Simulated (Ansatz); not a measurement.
The starting structures come from a database of crystals and need not be the phases stable at ambient conditions.

By PBEsol, the system below comes out a metal.

A figure of merit of an interconnect metal is its ballistic conductance per area.

Input:

```yaml
crystal:
  lattice:
    - [3.63174, 0.00000, 0.00000]
    - [0.00000, 4.99348, 0.00000]
    - [0.00000, 0.00000, 6.51223]
  atoms:
    - { symbol: Ti, position: [0.75000, 0.62822, 0.67568] }
    - { symbol: Ti, position: [0.25000, 0.37178, 0.32432] }
    - { symbol: Ti, position: [0.25000, 0.12822, 0.82432] }
    - { symbol: Ti, position: [0.75000, 0.87178, 0.17568] }
    - { symbol: Si, position: [0.75000, 0.14460, 0.54393] }
    - { symbol: Si, position: [0.25000, 0.85540, 0.45607] }
    - { symbol: Si, position: [0.25000, 0.64460, 0.95607] }
    - { symbol: Si, position: [0.75000, 0.35540, 0.04393] }
```

Space group of this cell: Pnma. The cell is taken as given; by PBEsol its mean pressure is -2.6 GPa.

The current flows along the normal of the first two printed cell vectors. No spin-orbit coupling; the value is a mean over 0.1 eV about the Fermi level.

### Question
Give the ballistic conductance per area that PBEsol run with Ansatz (a program for electronic structure) yields.

### Answer
0.25 × 10¹⁵ S/m² for both spins.
